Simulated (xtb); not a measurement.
xtb 6.7.1, GFN2-xTB: CC[N]C, charge 0, multiplicity 2, 12 atoms. The geometry is a generated start, not checked to be a minimum at this level.

```
Item                                                                                                           Result
------------------------  -------------------------------------------------------------------------------------------
method                                                                                                       GFN2-xTB
--acc                                                                                                     1 (default)
--etemp (K)                                                                                             300 (default)
detailed input (--input)  none: ANC optimiser, Lindh (1995) Hessian, microcycle=20, maxdispl=1.0, hlow=0.01 (default)
basis functions                                                                                                    24
valence electrons                                                                                                  25
```

```xyz
12

C      1.4920     0.5895    -0.0066
C      0.5417    -0.6097    -0.1968
N     -0.6599    -0.1766    -0.7960
C     -1.7583    -0.0291     0.0681
H      2.4613     0.2420     0.3365
H      1.6078     1.1131    -0.9503
H      1.0756     1.2777     0.7245
H      1.0254    -1.3028    -0.8959
H      0.3959    -1.1096     0.7747
H     -1.5064     0.5710     0.9580
H     -2.0938    -1.0048     0.4547
H     -2.5812     0.4393    -0.4709
```

Charge 0 and multiplicity 2 are set for this test and not shown to be the ground state. GFN-xTB has no spin term: --uhf 1 sets the occupations alone.

The structure is relaxed from this start with --opt LEVEL for the levels crude, sloppy, loose, lax, normal, tight, vtight, extreme, once each. Up to the end of the extreme run atoms move by at most 0.94 Å along an axis.

Problem. What is the loosest level that ends within 1 meV of the extreme run, and how many cycles does it take?

Solution. normal: 32 cycles against 53, ending 0.19 meV above.

| level | cycles | energy above the extreme run (meV) | gradient norm (eV/Å) |
|---|---|---|---|
| crude | 1 | 30 | 0.10 |
| sloppy | 1 | 30 | 0.10 |
| loose | 1 | 30 | 0.10 |
| lax | 1 | 30 | 0.10 |
| normal | 32 | 0.19 | 0.014 |
| tight | 33 | 0.17 | 0.0100 |
| vtight | 44 | 0.027 | 0.0018 |
| extreme | 53 | — | 0.0010 |
